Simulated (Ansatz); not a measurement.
**What uniaxial strain ε_zz = +2.00 % does to ZnSe**

Start from ZnSe in the zinc blende structure (space group F-43m, No. 216; a = 5.633 Å). Axes: x, y, z lie along the cube axes.

Modification: the cell is stretched by 2.00 % along z with no lateral relaxation, atoms relaxed at fixed cell.

Level of theory: Ansatz (an electronic-structure program), PBEsol, PAW, cutoff 420 eV, spin-orbit coupling left out. Γ-centred 10×10×10 mesh, Fermi–Dirac width 0.05 eV.

The volume per atom grows by 0.447 Å³ (22.35 Å³ → 22.79 Å³) and the space group becomes I-4m2 (No. 119) (base: F-43m (No. 216)). The shortest interatomic distance increases by 0.0164 Å to 2.456 Å and the energy grows by 2.4 meV/atom. The pressure (mean of the normal stresses, compression positive) goes from zero to -12.4 kbar and the band gap decreases by 0.105 eV, from 1.24 eV to 1.13 eV. The gap character stays direct at Γ and the electron mass changes from 0.091 mₑ (at Γ) to 0.087 mₑ (at Γ). The valence-band top at Γ (three highest levels, from the VBM) becomes 0.00, 0.00, -0.08 eV (base: 0.00, 0.00, 0.00 eV) and the valley order (the lowest conduction-band minima on the path, energy above the VBM, named in the base's zone) changes from Γ 1.24 eV; L along ⟨111⟩ 2.48 eV to Γ 1.13 eV; L along [111] 2.42 eV. The stress (xx, yy, zz, yz, xz, xy; compression positive) comes out as (-0.99, -0.99, -1.74, 0.00, 0.00, 0.00) GPa.

Final structure:

```xyz
2
Lattice="0.0000 2.8167 2.8730 2.8167 0.0000 2.8730 2.8167 2.8167 0.0000" Properties=species:S:1:pos:R:3 pbc="T T T"
Zn     0.0000     0.0000     0.0000
Se     1.4083     1.4083     1.4365
```

Effective masses come from finite differences of ±0.01 Å⁻¹. Stability against distortions was not tested. Labels are those of the standard path for the cell's own space group.
